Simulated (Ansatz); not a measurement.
```xyz
16
Lattice="18.0000 0.0000 0.0000 0.0000 20.0000 0.0000 0.0000 0.0000 4.0610" Properties=species:S:1:pos:R:3 pbc="T T T"
Ge     7.0153     9.3032     0.0000
Ge     7.0153    10.6968     2.0305
Ge     9.0000     6.4601     2.0305
Ge     9.0000     7.8501     0.0000
Ge     9.0000    12.1499     2.0305
Ge     9.0000    13.5399     0.0000
Ge    10.9847     9.3032     0.0000
Ge    10.9847    10.6968     2.0305
H      5.7445     8.4064     0.0000
H      5.7445    11.5936     2.0305
H      7.7520     5.5428     2.0305
H     10.2480     5.5428     2.0305
H      7.7520    14.4572     0.0000
H     10.2480    14.4572     0.0000
H     12.2555     8.4064     4.0610
H     12.2555    11.5936     2.0305
```

Levels: PBE (plane waves to 420 eV, PAW; Ansatz, a program for electronic structure); PBE with spin-orbit coupling run with Ansatz; r2SCAN (plane waves to 500 eV, PAW; Ansatz); HSE06 run with Ansatz. Unmarked values and the geometry are of the first. Mesh 1×1×8. No spin polarisation. One-dimensional cell, images about 11 Å apart. A model structure. Symmetry and one short period hold its shape; lower forms weren't sought. Values not marked SOC lack spin–orbit coupling. HSE06 ran on a 1×1×5 mesh and at PBE's edge points. Buckling under compression is shut out by symmetry and the short period.

Say what this body is, and give its properties.

H-capped Ge nanowire along [110], 8 atoms a period besides the caps. An idealised model, cut from the bulk lattice.
* **largest distance between nuclei across the axis**: 9.26 Å
* **energy over the bulk Ge and H2 molecule**: +217 meV per atom other than the caps
* **PBE gap**: 2.00 eV, direct at Γ
* **electron mass along the axis (PBE)**: 0.11 mₑ
* **hole mass along the axis (PBE)**: 0.099 mₑ
* **valence and conduction edges under the vacuum level (PBE)**: 4.98 and 2.98 eV
* **PBE+SOC gap at this geometry**: 1.99 eV
* **r2SCAN gap at this geometry**: 2.29 eV
* **HSE06 gap at this geometry**: 2.67 eV
* **axial stiffness dF/dε**: 64 nN
